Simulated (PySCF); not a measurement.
PySCF 2.14.0, PBE0/def2-svp, df: Cr(O)(NMe)(F)(OMe) (C[N]=[Cr](=[O])([F])[O]C), 13 atoms. The geometry is a generated start, not checked to be a minimum at this level.

| Property | Result |
|---|---|
| task | energy |
| method | pbe0 |
| basis | def2-svp |
| two-electron scheme | density fitting |
| mol.max_memory | 3000 MB |
| mf.max_cycle | 100 |
| mf.init_guess | minao (default) |
| mf.DIIS | CDIIS (default) |
| mf.conv_tol | 1e-09 (default) |
| mf.grids.level | 3 (default) |
| basis functions | 145 |
| grid points | 164320 |

```xyz
13

Cr    -0.5271     0.6309     0.7762
O      0.1170     1.9458     1.3172
N     -0.7277     0.7099    -0.8504
C     -0.7091     1.0647    -2.1898
H     -1.6955     1.4453    -2.4764
H      0.0260     1.8626    -2.3617
H     -0.4690     0.2027    -2.8240
F     -2.1783     0.5235     1.3520
O      0.3349    -0.7482     1.1699
C      1.2689    -1.7115     1.4627
H      0.7651    -2.6026     1.8573
H      1.8187    -1.9895     0.5524
H      1.9762    -1.3337     2.2144
```

Charge 0 and multiplicity 1 are set for this test and not shown to be the ground state.

One run each on 2 threads, 1 BLAS thread. Values of diis_space tried: 3, 5, 8 (default), 12, 20.

**Question.** Which value of diis_space needs the fewest Fock builds, and what happens away from it?

**Answer.** Fewest Fock builds, within one of each other: 8 (default) with 17, 12 with 17, 20 with 17. The count rises to 101 at 3. All converge to one solution.

| diis_space | Fock builds | end |
|---|---|---|
| 3 | 101 | same solution |
| 5 | 24 | same solution |
| 8 (default) | 17 | same solution |
| 12 | 17 | same solution |
| 20 | 17 | same solution |
